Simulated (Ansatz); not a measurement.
MgS under load (space group R-3m), r2SCAN with spin-orbit coupling, rigid bands in Ansatz (an electronic-structure program). Condition of this run: uniaxial stress along [111] of -2 GPa (compression positive) (the target of the relaxation). Band gap 3.36 eV, N_c = 1.75e19 cm⁻³ and N_v = 4.65e19 cm⁻³ at 300 K, conductivity masses of 0.365 mₑ (electrons) and 1.07 mₑ (holes). Take k_BT = 0.02585 eV.

What thermal injection velocity √(2k_BT/πm) limits a ballistic channel?

8.91e6 cm/s for electrons and 5.20e6 cm/s for holes, a ratio of √(m_h/m_e) = 1.71, for dilute carriers.

Find the intrinsic carrier density and the intrinsic Fermi level.

n_i = √(N_c N_v) exp(−E_g/2k_BT) = 2.85e19 × exp(−64.99) = 1.7e-9 cm⁻³. The level lies (k_BT/2) ln(N_v/N_c) = 13 meV from mid-gap (positive towards the conduction band). Each 0.1 eV added to the gap lowers n_i by a factor of 6.9.

A film of it is 2 nm thick. Estimate the confinement energies in an infinite well.

ħ²π²/(2m t²) = 0.376 eV·nm²/(m/mₑ × t²) gives 258 meV for electrons and 87.9 meV for holes, so the gap would widen to about 3.71 eV. Finite barriers and nonparabolic bands lower this, and with several valleys or bands the heaviest mass along the normal sets the lowest level, not this average.

Rigid bands with the computed gap; masses take one relaxation time for all states.
